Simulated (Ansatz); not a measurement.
System: 1T (CdI2-type) MnI₂. Method: PBEsol (Ansatz, a first-principles code, plane waves, PAW).

Settings: plane-wave cutoff 500 eV, 12×12×6 k mesh (along the axes of the cell as run), Fermi–Dirac smearing 0.05 eV, spin-polarised start, scalar-relativistic PAW data made under PBE.

Cell (relaxed at this level):

```
CELL_PARAMETERS angstrom
      4.06050     0.00000     0.00000
     -2.03025     3.51650     0.00000
      0.00000     0.00000     6.91750
ATOMIC_POSITIONS crystal
  Mn 0.00000 0.00000 0.00000
  I  0.33333 0.66667 0.23677
  I  0.66667 0.33333 0.76323
```

Question: What does this level give for the band gap?

Answer: 
band gap: 0.83 eV (on the SCF k mesh)

Note: the magnetic order was assumed, not searched for or taken from measurement; the cell comes from a level without a dispersion term, which matters for the spacing of layers, chains or molecules; the cell has widely spaced layers and the level no dispersion term, so their spacing and the moduli can rest on weak binding.

Spin–orbit coupling is not included; with these elements it can move the gap by several tenths of an eV or more.

Computed values are for the static lattice.
